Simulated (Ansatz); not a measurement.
# Re in the diamond structure (space group Fd-3m, No. 227; a hypothetical phase, not in the database extracts checked)

Re is taken in the cubic space group Fd-3m, origin choice 1 (No. 227), the diamond structure, Pearson symbol cF8. Lattice parameters: a = b = c = 5.6512 Å, α = β = γ = 90.00°. Re on 8b sees 4 Re at 2.447 Å (tetrahedral). (Neighbours: up to the widest gap in distance over summed covalent radii, below 1.35, at either atom.)
(The calculation used a cell of 2 atoms; values per cell refer to that cell.)

Calculations: plane-wave PAW DFT at the PBE level (Ansatz, a quantum-chemistry and plane-wave program, 420 eV), without spin-orbit coupling. k-mesh 14×14×14 (Γ-centred); smearing 0.05 eV (Fermi–Dirac).

The volume per atom is 22.56 Å³, the density comes out as 13.71 g/cm³ and the band gap is zero. The total energy comes out as -10866.463 eV/atom (σ→0; compares only within this code and set-up).

Whether these cells are dynamically stable was not tested. All final runs are without spin polarisation.
